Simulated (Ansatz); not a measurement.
# Input and output of a self-consistent single point for Na2CdSn (P3m1, 8 atoms in the cell) (Ansatz)

Method of the run: PBEsol, default PAW files made with PBE (plane waves; Ansatz, a program for electronic structure).

This input was run:

Ansatz 0.2 input:
```yaml
crystal:
  lattice:
    - [4.970374, 0.000000, 0.000000]
    - [-2.485187, 4.304470, 0.000000]
    - [0.000000, 0.000000, 10.012353]
  atoms:
    - { symbol: Na, position: [0.666667, 0.333333, 0.587744] }
    - { symbol: Na, position: [0.333333, 0.666667, 0.417250] }
    - { symbol: Na, position: [0.333333, 0.666667, 0.082750] }
    - { symbol: Na, position: [0.666667, 0.333333, 0.917250] }
    - { symbol: Cd, position: [0.000000, 0.000000, 0.750000] }
    - { symbol: Cd, position: [0.000000, 0.000000, 0.250000] }
    - { symbol: Sn, position: [0.333333, 0.666667, 0.750000] }
    - { symbol: Sn, position: [0.666667, 0.333333, 0.250000] }
basis:
  ecutwfc: 420.0
kpoints:
  mp_grid: { grid: [7, 7, 3] }
hamiltonian:
  xc: pbesol
  pseudopotentials: { kind: paw }
scf:
  occupations: { method: fermi_dirac, width: 0.1 }
output:
  forces: true
  eigenvalues: true
  stress: true
```

Output, abridged:

```
WARN the atoms were moved onto the symmetric positions of the space group found under crystal.symmetry.tolerance 1.0e-5 (fractional …
WARN ansatz: RAYON_NUM_THREADS=1 ignored (pool sized by the plan → 1); use --threads N
Pseudopotentials: kind: paw
Pseudopotential: Na, paw, valence charge 9
Pseudopotential: Cd, paw, valence charge 20
Pseudopotential: Sn, paw, valence charge 14
Crystal: 8 atoms, lattice volume = 214.213 Å³
Basis set: ecut = 420 eV, 4167 PW (Γ), exchange–correlation on 72×72×144 points (8 copies of the dense FFT grid, shifted against one another)
Bands: 63, of which v1, the nominal top of the filled ones, is band 52 counted from 1 (51 counted from 0)
Symmetry: 6 space group operations
Space group: P3m1 (ITA 156), of the structure as read, at distance tolerance 6.0e-5 Å
k-points: 20 of 147 (time reversal used)
PAW frozen core: Na, regenerated for the run's functional, and the local potential with it
PAW frozen core: Cd, regenerated for the run's functional, and the local potential with it
PAW frozen core: Sn, regenerated for the run's functional, and the local potential with it
Initial density: superposition of atomic densities (neutral atoms: chi_scale 0, normalization atom), corrected by the library's trained network
Initial wavefunctions: pseudopotential atomic-orbital guess
Eigensolver: davidson
Functional: x = pbesol(κ = 0.804, μ = 0.12345679012345678), c = pbesol(β = 0.046)
SCF iter   1: F=—  HF=-34172.842107 eV  |F-HF|=—  |Δ(HF+E_count)|=         —  Δρ=4.63e-3  dr2=7.64e-2  ethr=1.77e-3  ⟨swp⟩=8.2  Hψ=5041  notcnv=0  defer=7
all-band conjugate gradients solve this SCF's bands
preconditioner: auto → LDOS
SCF iter   2: F=—  HF=-34172.827260 eV  |F-HF|=—  |Δ(HF+E_count)|=   1.48e-2  Δρ=3.32e-3  dr2=2.10e-2  ethr=7.34e-5  ⟨swp⟩=2.0  Hψ=2453  notcnv=0  defer=28
SCF iter   3: F=—  HF=-34172.818762 eV  |F-HF|=—  |Δ(HF+E_count)|=   8.50e-3  Δρ=1.29e-3  dr2=2.71e-3  ethr=2.02e-5  ⟨swp⟩=2.0  Hψ=2276  notcnv=0  defer=28
SCF iter   4: F=—  HF=-34172.817831 eV  |F-HF|=—  |Δ(HF+E_count)|=   9.32e-4  Δρ=1.70e-4  dr2=5.91e-5  ethr=2.60e-6  ⟨swp⟩=2.1  Hψ=2255  notcnv=0  defer=28
SCF iter   5: F=—  HF=-34172.817783 eV  |F-HF|=—  |Δ(HF+E_count)|=   4.74e-5  Δρ=3.64e-5  dr2=3.09e-6  ethr=5.69e-8  ⟨swp⟩=2.0  Hψ=2036  notcnv=0  defer=28
SCF iter   6: F=—  HF=-34172.817783 eV  |F-HF|=—  |Δ(HF+E_count)|=   5.10e-8  Δρ=7.80e-6  dr2=3.28e-7  ethr=2.97e-9  ⟨swp⟩=2.0  Hψ=1817  notcnv=0  defer=28
SCF iter   7: F=-34172.817783 eV  HF=-34172.817783 eV  |F-HF|=3.97e-9  |Δ(HF+E_count)|=   9.72e-9  Δρ=2.91e-6  dr2=2.38e-8  ethr=9.62e-11  ⟨swp⟩=10.1  Hψ=5066  notcnv=0
SCF 1 converged in 7 iterations: F = -34172.817783 eV  dr2 = 2.38e-8
SCF converged after 7 iterations
Free energy (F): -34172.817783 eV
Harris-Foulkes:  -34172.817783 eV  (|F-HF|=3.97e-9)
Internal energy: -34172.780510 eV  (E = F + TS)
E sigma→0 (E₀):  -34172.799146 eV
Entropy (-TS):   -0.037274 eV (-4.659 meV/atom)
Fermi energy:    6.999966 eV
--- Per-component energies (eV) ---
  E_band       = -2118.267187
  E_kinetic    = 1869.078490
  E_local      = -15298.862660  (includes V_loc(G=0)·N_el)
  E_nonlocal   = 472.844996
  E_hartree    = 6809.027989
  E_xc         = -1262.701093
  E_vxc        = -834.564032  (∫ρ·V_xc dr)
  E_paw        = -17171.393552  (= ΣΔE_a)
  E_vpaw       = -1944.813213  (= ΣTr[D̂ρ^β])
  E_aug_tail   = -0.000019  (compensation charges beyond the density's cutoff)
  E_ewald      = -9592.247035
  E_core_change = 1.472374  (= ΣΔE_core)
  E_smearing   = -0.037274  (= −TS)
  E_closure    = -0.000000  (closes the sum)
  Σ components = -34172.817783   (vs F -34172.817783, Δ=0.00e0)
--- Forces (eV/Å), atoms counted from 1 ---
  atom   1  Na    -0.00000000     0.00000000    -0.12713548
  atom   2  Na     0.00000000    -0.00000000     0.04499827
  atom   3  Na    -0.00000000    -0.00000000    -0.03145942
  atom   4  Na     0.00000000     0.00000000     0.06014910
  atom   5  Cd     0.00000000    -0.00000000     0.01380033
  atom   6  Cd     0.00000000     0.00000000    -0.00223734
  atom   7  Sn     0.00000000     0.00000000     0.02088980
  atom   8  Sn     0.00000000    -0.00000000     0.02099271
  max |Σ_I F_I| component: 2.04e-6 eV/Å
--- Stress (GPa, compression-positive) ---
       -0.087056       0.000000      -0.000000
        0.000000      -0.087056       0.000000
       -0.000000       0.000000       0.217435
  P = ⅓ Tr σ = 0.0144 GPa (0.144 kbar)
  The stress holds the Pulay correction. Without it, at fixed plane waves, as pw.x and ABINIT print it: P = -0.0012 GPa
--- Band table (eV; the first three rows and the last of 20) ---
  k-point 0: bands = ["-95.9531", "-95.9304", "-57.0549", "-57.0327", "-57.0184", "-57.0184", "-56.9955", "-56.9955", "-45.5297", "-45.5195", "-45.5140", "-45.5055", "-17.6356", "-17.6276", "-17.6276", "-17.6157", "-17.6157", "-17.6125", "-17.6007", [...]
  k-point 1: bands = ["-95.9531", "-95.9304", "-57.0549", "-57.0327", "-57.0184", "-57.0184", "-56.9955", "-56.9955", "-45.5297", "-45.5195", "-45.5140", "-45.5055", "-17.6345", "-17.6275", "-17.6275", "-17.6162", "-17.6160", "-17.6160", "-17.5966", [...]
  k-point 2: bands = ["-95.9531", "-95.9304", "-57.0549", "-57.0327", "-57.0184", "-57.0184", "-56.9955", "-56.9955", "-45.5296", "-45.5195", "-45.5141", "-45.5056", "-17.6364", "-17.6290", "-17.6283", "-17.6172", "-17.6163", "-17.6097", "-17.6034", [...]
  k-point 19: bands = ["-95.9531", "-95.9304", "-57.0549", "-57.0327", "-57.0184", "-57.0184", "-56.9956", "-56.9955", "-45.5293", "-45.5191", "-45.5144", "-45.5058", "-17.6390", "-17.6328", "-17.6315", "-17.6211", "-17.6194", "-17.6148", [...]
```

The run converged in 7 iterations.

The starting cell comes from a database of computed structures (which also holds hypothetical and non-ambient phases and stackings), without a prior relaxation at this level. Its lattice was rescaled by up to half a per cent. One atom was moved a little off its site on purpose. Ansatz's pressure includes its estimate of the finite-basis (Pulay) stress.
